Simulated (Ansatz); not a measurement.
The starting structures come from a database of crystals and need not be the phases stable at ambient conditions.

 Where the default PAW files enter, the runs use the earlier of Ansatz's two default sets.

Input:

```
CELL_PARAMETERS angstrom
      3.80954     0.00000     0.00000
     -1.90477     3.29916     0.00000
      0.00000     0.00000    43.62733
ATOMIC_POSITIONS crystal
  Zn 0.00000 0.00000 0.14290
  Zn 0.66667 0.33333 0.07150
  Zn 0.00000 0.00000 0.57140
  Zn 0.00000 0.00000 0.78570
  Zn 0.33333 0.66667 0.71430
  Zn 0.33333 0.66667 0.28570
  Zn 0.66667 0.33333 0.21440
  Zn 0.66667 0.33333 0.64300
  Zn 0.33333 0.66667 0.42860
  Zn 0.00000 0.00000 0.92860
  Zn 0.66667 0.33333 0.49990
  Zn 0.00000 0.00000 0.35720
  Zn 0.33333 0.66667 0.00010
  Zn 0.33333 0.66667 0.85720
  S  0.33333 0.66667 0.76780
  S  0.00000 0.00000 0.98220
  S  0.00000 0.00000 0.19650
  S  0.66667 0.33333 0.69640
  S  0.33333 0.66667 0.91070
  S  0.33333 0.66667 0.48210
  S  0.00000 0.00000 0.41080
  S  0.33333 0.66667 0.33920
  S  0.66667 0.33333 0.55340
  S  0.00000 0.00000 0.83930
  S  0.33333 0.66667 0.05360
  S  0.66667 0.33333 0.26780
  S  0.00000 0.00000 0.62500
  S  0.66667 0.33333 0.12500
```

Space group of this cell: P3m1. The cell is taken as given.

Level of theory: r2SCAN (plane waves, PAW; Ansatz, a first-principles code).

The current runs along the normal of the first two printed vectors; no spin-orbit coupling. Scaled by the factor s: both lengths across the current (ions clamped). Meshes 12×12×1 and 12×12 across the current in all rows.

```csv
s,mean pressure (GPa),band gap (eV)
0.98,3.5,2.87
1.00,0.0,2.73
1.02,-2.8,?
```

Take the slope of the band gap against ln s from the two given rows, extrapolate to s = 1.02, and say what the run there gives.

Slope = (2.87 − 2.73) / ln 0.98 = -6.93 eV. The line gives 2.73 + (-6.93) × ln 1.02 = 2.59 eV. The run gives 2.54 eV, 0.05 eV under the line, 38 % of the predicted step.
